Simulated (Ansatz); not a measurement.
**Sensitivity of a calculation on PbSe2O5 (P2_1/c, 32 atoms in the cell) to its settings**

```
CELL_PARAMETERS angstrom
      4.60530     0.00000     0.00000
      0.00000     9.69306     0.00000
     -4.53705     0.00000    11.85016
ATOMIC_POSITIONS crystal
  Pb 0.55024 0.95695 0.34564
  Pb 0.44976 0.45695 0.15436
  Pb 0.44976 0.04305 0.65436
  Pb 0.55024 0.54305 0.84564
  Se 0.14560 0.64550 0.41940
  Se 0.85440 0.14550 0.08060
  Se 0.85440 0.35450 0.58060
  Se 0.14560 0.85450 0.91940
  Se 0.90660 0.75030 0.61280
  Se 0.09340 0.25030 0.88720
  Se 0.09340 0.24970 0.38720
  Se 0.90660 0.74970 0.11280
  O  0.96360 0.54300 0.30760
  O  0.03640 0.04300 0.19240
  O  0.03640 0.45700 0.69240
  O  0.96360 0.95700 0.80760
  O  0.12160 0.80700 0.36460
  O  0.87840 0.30700 0.13540
  O  0.87840 0.19300 0.63540
  O  0.12160 0.69300 0.86460
  O  0.82150 0.65700 0.47650
  O  0.17850 0.15700 0.02350
  O  0.17850 0.34300 0.52350
  O  0.82150 0.84300 0.97650
  O  0.29480 0.76800 0.65380
  O  0.70520 0.26800 0.84620
  O  0.70520 0.23200 0.34620
  O  0.29480 0.73200 0.15380
  O  0.76990 0.91000 0.55790
  O  0.23010 0.41000 0.94210
  O  0.23010 0.09000 0.44210
  O  0.76990 0.59000 0.05790
```

Base run A: PBEsol, default PAW files made with PBE (Ansatz, an electronic-structure program), self-consistent single point.

Its settings: kpoints.mp_grid.grid = 3 2 2; hamiltonian.xc = pbesol; hamiltonian.pseudopotentials = {kind: paw} (the program's default PAW files); scf.occupations.method = fermi_dirac; scf.occupations.width = 0.05 eV.

The starting cell comes from a database of published, mostly measured structures (it also holds non-ambient and calculated ones), without a prior relaxation at this level. Its lattice was rescaled by a random factor within 2.5 % of one. Spin-orbit coupling is off. In the base run, with a pressure of about -4 GPa the cell is away from its equilibrium volume at this level. Ansatz's pressure includes its estimate of the finite-basis (Pulay) stress.

ΔF is the free energy per atom less that of run A. A dash stands where there is no value to compare (another energy zero or no entropy term, no result, no spin, no clean gap, or a mesh too coarse for one). Absolute energies have different zeros for different potentials, functionals, Hubbard and dispersion terms and are not compared across them.

Runs:
- B: kpoints.mp_grid.grid: 3 2 2 → 2 1 1
- C: hamiltonian.xc: pbesol → lda [LDA (PW92)]
- D: scf.mixing.preconditioner: default (the program chose Resta) → kerker; scf.mixing.q_tf: default → 0.5
- E: scf.mixing.algorithm: default (the program chose MSR1) → anderson; scf.mixing.beta: default → 0.3
- F: scf.mixing.algorithm: default (the program chose MSR1) → anderson; scf.mixing.ndim: default → 20

```
run  ΔF (meV/atom)  pressure (GPa)  largest force (eV/Å)  gap on the mesh (eV)  k-points
---  -------------  --------------  --------------------  --------------------  --------
A             0.00           -3.64                 0.540                 3.354         8
B              6.3           -3.50                 0.580                 3.184         2
C                –           -6.87                 0.842                 3.319         8
D             0.00           -3.64                 0.540                 3.354         8
E             0.00           -3.64                 0.540                 3.354         8
F             0.00           -3.64                 0.540                 3.354         8
```

Run C against A: The pressure goes from -3.64 to -6.87 GPa, the largest force goes from 0.540 to 0.842 eV/Å and the gap on the mesh goes from 3.354 to 3.319 eV.

Run B against A: The free energy rises by 6.3 meV/atom, the pressure goes from -3.64 to -3.50 GPa, the largest force goes from 0.540 to 0.580 eV/Å and the gap on the mesh goes from 3.354 to 3.184 eV.

Keys are those of Ansatz 0.2.
